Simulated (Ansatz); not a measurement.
Partial pair distribution functions of a relaxed model of amorphous IGZO (In15Ga15Zn15O60), broadened by 0.06 Å; density 5.49 g/cm³. These are PBE, scalar-relativistic without spin-orbit coupling (plane waves to 420 eV, PAW; Ansatz, a first-principles code) values and carry that method's errors.

Preparation: random packing, a CHGNet melt and quench, and a DFT relaxation. O atoms were pushed apart under 1.9 Å during the dynamics, to hinder bonds among them. The hot cell started wider than the set density and was brought back towards it in steps. It is the lowest in DFT energy of 4 quenches. It is a model cell: composition and starting density were chosen by hand, and all elements were melted together. No dispersion term was used. Its density started from a set value of 5.49 and ended at 5.49 g/cm³. The quench (nominally 170 K/ps over its main leg) was far faster than any real one, so the model tends to hold more defects than a real film. A cell of this size samples the disorder only roughly. The volume was held where the preparation left it and the shape relaxed, at a PBE pressure of -0.2 GPa (tension).

```csv
r (Å),g In-O,g Ga-O,g In-In,g Ga-Ga
1.60,0.00,0.00,0.00,0.00
1.70,0.00,0.38,0.00,0.00
1.80,0.00,6.29,0.00,0.00
1.90,0.09,11.54,0.00,0.00
2.00,2.00,3.07,0.00,0.00
2.10,7.13,0.53,0.00,0.00
2.20,7.09,0.08,0.00,0.00
2.30,3.22,0.00,0.00,0.00
2.40,0.90,0.00,0.00,0.00
2.50,0.16,0.01,0.00,0.00
2.60,0.12,0.10,0.00,0.00
2.70,0.14,0.07,0.00,0.05
2.80,0.31,0.00,0.00,0.64
2.90,0.07,0.00,0.00,0.60
3.00,0.11,0.09,0.00,1.02
3.10,0.13,0.38,0.00,1.98
3.20,0.18,0.70,0.17,4.50
3.30,0.16,0.51,2.26,4.22
3.40,0.27,0.61,4.91,1.84
3.50,0.50,0.86,2.65,1.26
3.60,0.87,0.91,2.88,0.48
3.70,0.77,1.26,2.46,0.49
3.80,0.90,1.19,1.12,0.29
3.90,1.00,1.18,0.95,0.41
4.00,1.16,1.27,0.74,0.05
4.10,1.10,1.41,0.40,0.01
4.20,1.20,1.22,0.50,0.25
4.30,1.59,1.56,0.82,0.56
4.40,1.12,1.87,0.70,0.58
4.50,1.50,1.52,0.51,0.91
4.60,1.60,1.08,0.68,2.02
4.70,1.30,1.10,0.75,1.34
4.80,1.41,1.07,0.34,0.34
4.90,1.57,1.18,0.09,0.90
5.00,1.48,1.20,0.62,0.92
5.10,1.23,1.19,0.75,0.76
5.20,1.11,0.92,0.84,0.56
5.30,0.92,0.76,0.97,0.94
5.40,0.96,0.82,0.82,1.08
5.50,0.70,0.65,0.86,1.05
```

Within 2.58 Å each In has 5.13 O neighbours on average.
